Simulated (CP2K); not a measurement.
Worked example: self-consistent single point of CdPbF₆ (P1, 8 atoms in the cell) in CP2K.

Method: LDA (Pade form), GPW, DZVP-MOLOPT-SR-GTH basis, GTH-PADE potentials (GTH_POTENTIALS) run with CP2K.

The change in words: lattice scaled by 0.98. Reference geometry:
```xyz
8
Lattice="5.9542 0.0000 0.0000 3.6061 4.7380 0.0000 3.6061 1.7871 4.3880" Properties=species:S:1:pos:R:3 pbc="T T T"
Cd     6.6255     3.2611     2.1769
Pb     0.0071    -0.0056     0.0095
F      6.9012     4.5166     4.0066
F      6.2255     2.0157     0.3843
F      8.4990     2.2262     2.6551
F      4.6637     4.3126     1.7703
F      7.7429     4.7626     1.0300
F      5.4176     1.7487     3.3254
```

Reference input (self-consistent single point, DFT LDA (Pade form), GPW, DZVP-MOLOPT-SR-GTH basis, GTH-PADE potentials (GTH_POTENTIALS)): CUTOFF = 550 Ry; REL_CUTOFF = 50 Ry; SMEAR/METHOD = FERMI_DIRAC; ELECTRONIC_TEMPERATURE = 116.05 K; KPOINTS/SCHEME = MONKHORST-PACK 3 3 3; XC_FUNCTIONAL = PADE; Cd/BASIS_SET = DZVP-MOLOPT-SR-GTH; Cd/POTENTIAL = GTH-PADE-q12; Pb/BASIS_SET = DZVP-MOLOPT-SR-GTH; Pb/POTENTIAL = GTH-PADE-q4; F/BASIS_SET = DZVP-MOLOPT-SR-GTH; F/POTENTIAL = GTH-PADE-q7. This run's input differs from it in these lines:

```diff
@@ -62,5 +62,5 @@
     &CELL
-      A 5.95420300 0.00000000 0.00000000
-      B 3.60612300 4.73797500 0.00000000
-      C 3.60612300 1.78714900 4.38799500
+      A 5.83511800 0.00000000 0.00000000
+      B 3.53400000 4.64321500 0.00000000
+      C 3.53400000 1.75140600 4.30023600
       PERIODIC XYZ
```

Output (repeated stretches shortened):

```
 SCF WAVEFUNCTION OPTIMIZATION

  Step     Update method      Time    Convergence         Total energy    Change
     1 NoMix/Diag. 0.30E+00      -     1.92130496      -194.9939504659 -1.95E+02
     2 Broy./Diag. 0.30E+00      -     0.22419430      -189.5772222586  5.42E+00
     3 Broy./Diag. 0.30E+00      -     0.12332072      -194.5874799731 -5.01E+00
     4 Broy./Diag. 0.30E+00      -     0.07749744      -195.1718534348 -5.84E-01
     5 Broy./Diag. 0.30E+00      -     0.00936526      -194.9040943006  2.68E-01
     6 Broy./Diag. 0.30E+00      -     0.00280298      -195.0395718987 -1.35E-01
     7 Broy./Diag. 0.30E+00      -     0.00030869      -195.0384893957  1.08E-03
     8 Broy./Diag. 0.30E+00      -     0.00031815      -195.0422183066 -3.73E-03
     9 Broy./Diag. 0.30E+00      -     0.00001958      -195.0400703879  2.15E-03
    10 Broy./Diag. 0.30E+00      -     0.00003348      -195.0399245375  1.46E-04
    11 Broy./Diag. 0.30E+00      -     0.00000080      -195.0398736287  5.09E-05
  *** SCF run converged in    11 steps ***

  Overlap energy of the core charge distribution:               0.00000016623170
  Self energy of the core charge distribution:               -460.69326159128997
  Core Hamiltonian energy:                                    133.15087556301575
  Hartree energy:                                             167.47943987858082
  Exchange-correlation energy:                                -34.97692764526435
  Electronic entropic energy:                                  -0.00000000000000
  Fermi energy:                                                 0.02579600692646

  Total energy:                                              -195.03987362872604
  Total energy (extrapolated to T->0):                       -195.03987362872604

                     Mulliken Population Analysis

   [... lines left out ...]

 STRESS| Analytical stress tensor [bar]
 STRESS|                        x                   y                   z
 STRESS|      x        1.61676267108E+03   2.62898583888E+03   8.30643161126E+02
 STRESS|      y        2.62898583888E+03   1.70792907271E+04   2.29107036193E+03
 STRESS|      z        8.30643161126E+02   2.29107036193E+03   3.40979252416E+03
 STRESS| 1/3 Trace                                             7.36861530744E+03
```

The run converged in 11 iterations. Against the reference run the free energy falls by 12.2 meV/atom, the pressure goes from -4.71 to 0.74 GPa, the largest force goes from 0.586 to 0.483 eV/Å and the gap on the mesh goes from 2.229 to 2.454 eV.

The starting cell comes from a database of computed structures (which also holds hypothetical and non-ambient phases and stackings), without a prior relaxation at this level. Its atoms were displaced at random from the sites of space group no. 148. For this run, on top of that: lattice scaled by 0.98. Spin-orbit coupling is off. Values carry the incompleteness of an atom-centred basis.
